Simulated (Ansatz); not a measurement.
Ansatz (a first-principles code) run on BaIn4 (I4/mmm, 5 atoms in the cell): self-consistent single point.

Level of theory: PBEsol, PAW files made with PBE (plane waves; Ansatz).

The change in words: lattice scaled by 0.98. Reference geometry:
```xyz
5
Lattice="-2.5732 2.5732 6.1738 2.5732 -2.5732 6.1738 2.5732 2.5732 -6.1738" Properties=species:S:1:pos:R:3 pbc="T T T"
Ba     0.0000     0.0000     0.0000
In     0.0000     2.5732     3.0869
In     2.5732     0.0000     3.0869
In     0.0000     0.0000     7.6283
In     0.0000     0.0000     4.7194
```

Reference input (self-consistent single point, DFT, PBEsol, plane waves, PAW files made with PBE): kpoints.mp_grid.grid = 5 5 5; hamiltonian.xc = pbesol; hamiltonian.pseudopotentials = {kind: paw} (the program's default PAW files); scf.occupations.method = gaussian; scf.occupations.width = 0.02 Ry. This run's input differs from it in these lines:

```diff
@@ -2,5 +2,5 @@
   lattice:
-    - [-2.57318400, 2.57318400, 6.17382500]
-    - [2.57318400, -2.57318400, 6.17382500]
-    - [2.57318400, 2.57318400, -6.17382500]
+    - [-2.52172000, 2.52172000, 6.05034800]
+    - [2.52172000, -2.52172000, 6.05034800]
+    - [2.52172000, 2.52172000, -6.05034800]
   atoms:
```

Output, abridged:

```
SCF iter   1: F=—  HF=-27968.013317 eV  |F-HF|=—  |Δ(HF+E_count)|=         —  Δρ=3.05e-2  dr2=4.36e0  ethr=3.10e-3  ⟨swp⟩=10.5  Hψ=3651  notcnv=0
all-band conjugate gradients solve this SCF's bands
preconditioner: auto → Kerker (q_TF=auto, 2.345 Å⁻¹)
SCF iter   2: F=—  HF=-27967.054478 eV  |F-HF|=—  |Δ(HF+E_count)|=   9.59e-1  Δρ=1.68e-2  dr2=1.44e0  ethr=3.10e-3  ⟨swp⟩=3.0  Hψ=1521  notcnv=0  defer=11
   [... lines left out ...]
SCF iter   6: F=—  HF=-27966.675165 eV  |F-HF|=—  |Δ(HF+E_count)|=   3.35e-6  Δρ=6.59e-5  dr2=9.44e-6  ethr=4.10e-7  ⟨swp⟩=2.9  Hψ=1272  notcnv=0  defer=13
SCF iter   7: F=—  HF=-27966.675218 eV  |F-HF|=—  |Δ(HF+E_count)|=   5.28e-5  Δρ=2.33e-5  dr2=9.15e-7  ethr=1.52e-8  ⟨swp⟩=2.0  Hψ=1221  notcnv=0  defer=12
SCF iter   8: F=—  HF=-27966.675218 eV  |F-HF|=—  |Δ(HF+E_count)|=   1.71e-7  Δρ=6.79e-6  dr2=1.39e-7  ethr=1.61e-10  ⟨swp⟩=11.8  Hψ=3756  notcnv=0
SCF iter   9: F=-27966.675218 eV  HF=-27966.675218 eV  |F-HF|=9.30e-9  |Δ(HF+E_count)|=   1.68e-9  Δρ=2.50e-6  dr2=2.66e-8  ethr=1.61e-10  ⟨swp⟩=4.0  Hψ=2045  notcnv=0
SCF 1 converged in 9 iterations: F = -27966.675218 eV  dr2 = 2.66e-8
Free energy (F): -27966.675218 eV
Internal energy: -27966.622437 eV  (E = F + TS)
E sigma→0 (E₀):  -27966.648827 eV
Entropy (-TS):   -0.052781 eV (-10.556 meV/atom)
Fermi energy:    9.355635 eV
--- Forces (eV/Å), atoms counted from 1 ---
  atom   1  Ba    -0.00000000    -0.00000000    -0.00000000
  atom   2  In     0.00000000     0.00000000     0.00000000
  atom   3  In     0.00000000    -0.00000000     0.00000000
  atom   4  In     0.00000000     0.00000000     0.00422144
  atom   5  In    -0.00000000    -0.00000000    -0.00422144
--- Stress (GPa, compression-positive) ---
       -1.905309      -0.000000       0.000000
       -0.000000      -1.905309       0.000000
        0.000000       0.000000      -1.382248
  P = ⅓ Tr σ = -1.7310 GPa (-17.310 kbar)
  The stress holds the Pulay correction. Without it, at fixed plane waves, as pw.x and ABINIT print it: P = -1.7483 GPa
```

The run converged in 9 iterations. Against the reference run the free energy drops by 31.5 meV/atom, the pressure goes from -3.40 to -1.73 GPa and the largest force goes from 0.059 to 0.004 eV/Å.

The starting cell comes from a database of computed structures (which also holds hypothetical and non-ambient phases and stackings), without a prior relaxation at this level. Its lattice was rescaled by a random factor within 2.5 % of one. For this run, on top of that: lattice scaled by 0.98. Ansatz's pressure includes its estimate of the finite-basis (Pulay) stress.

Keys are those of Ansatz 0.2.
